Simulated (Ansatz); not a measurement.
Results of dielectric-dependent PBEsol hybrid in Ansatz (plane waves, PAW) for cubic perovskite CsPbF3.

Input:

Ansatz 0.2 input:
```yaml
crystal:
  lattice:
    - [4.8143637316, 0.0, 0.0]
    - [0.0, 4.8143637316, 0.0]
    - [0.0, 0.0, 4.8143637316]
  atoms:
    - { symbol: Cs, position: [0.5, 0.5, 0.5] }
    - { symbol: Pb, position: [0.0, 0.0, 0.0] }
    - { symbol: F, position: [0.0, 0.5, 0.0] }
    - { symbol: F, position: [0.5, 0.0, 0.0] }
    - { symbol: F, position: [0.0, 0.0, 0.5] }
  host: atoms
basis:
  ecutwfc: 460
  ecutrho_ratio: 4
  xc_grid: 2
kpoints:
  mp_grid: { grid: [6, 6, 6] }
hamiltonian:
  xc:
    exchange: pbesol
    correlation: pbesol
    exx: { coeff: inverse_dielectric }
  dispersion: none
  pseudopotentials: { azcp: { folder: ./paw }, kind: paw }
scf:
  occupations: { method: fermi_dirac, width: 0.01 }
  convergence: { dr2_threshold: 0.0000000005 }
output:
  forces: true
  stress: true
  eigenvalues: true
```

Output (set-up and result lines):

```
WARN output.stress: scf.exx.energy_threshold = 1e-6 eV is looser than the 5e-8 eV advised for a stress under a hybrid functional (1e-8 eV for each atom of the …
Crystal: 5 atoms, lattice volume = 111.588 Å³
Basis set: ecut = 460 eV, 2517 PW (Γ), exchange–correlation on 72×72×72 points (8 copies of the dense FFT grid, shifted against one another)
Bands: 27, of which v1, the nominal top of the filled ones, is band 22 counted from 1 (21 counted from 0)
Symmetry: 48 space group operations
Space group: Pm-3m (ITA 221), of the structure as read, at distance tolerance 4.8e-5 Å
k-points: 20 of 216
Initial density: superposition of atomic densities (chi_scale 0.1, normalization cell, long waves kept (reshape's long-wave potential 0.01 eV rms))
SCF iter   1: F=—  HF=-19752.169103 eV  |F-HF|=—  |Δ(HF+E_count)|=         —  Δρ=1.25e-1  dr2=1.45e1
SCF iter   2: F=—  HF=-19750.662004 eV  |F-HF|=—  |Δ(HF+E_count)|=    1.51e0  Δρ=1.05e-1  dr2=8.13e0
  ...
Crystal: 5 atoms, lattice volume = 111.588 Å³
Initial density: handed on by an earlier stage of this run
Functional: x = 0.6750120690602129 pbesol(κ = 0.804, μ = 0.12345679012345678) + 0.32498793093978706 exact, c = pbesol(β = 0.046)
Crystal: 5 atoms, lattice volume = 111.588 Å³
SCF 3 converged in 9 iterations: F = -19848.514482 eV  dr2 = 4.58e-11
Crystal: 5 atoms, lattice volume = 111.588 Å³
SCF iter   2: F=—  HF=-19848.514483 eV  |F-HF|=—  |Δ(HF+E_count)|=  5.09e-10  Δρ=8.36e-7  dr2=5.51e-10
SCF iter   3: F=-19848.514483 eV  HF=-19848.514483 eV  |F-HF|=7.28e-12  |Δ(HF+E_count)|=  8.37e-11  Δρ=2.12e-7  dr2=2.20e-10
SCF 4 converged in 3 iterations: F = -19848.514483 eV  dr2 = 2.20e-10
Free energy (F): -19848.514483 eV
Internal energy: -19848.514483 eV  (E = F + TS)
E sigma→0 (E₀):  -19848.514483 eV
Fermi energy:    6.709268 eV
--- Stress (GPa, compression-positive) ---
       -0.569549       0.000000       0.000000
        0.000000      -0.569549       0.000000
        0.000000       0.000000      -0.569549
  P = ⅓ Tr σ = -0.5695 GPa (-5.695 kbar)
```

The PAW data were made under PBE.

Note: cell and atoms aren't relaxed at this level (pressure -0.6 GPa).

It cost roughly 5 core-minutes of CPU time.

Ansatz is a quantum-chemistry and plane-wave program.
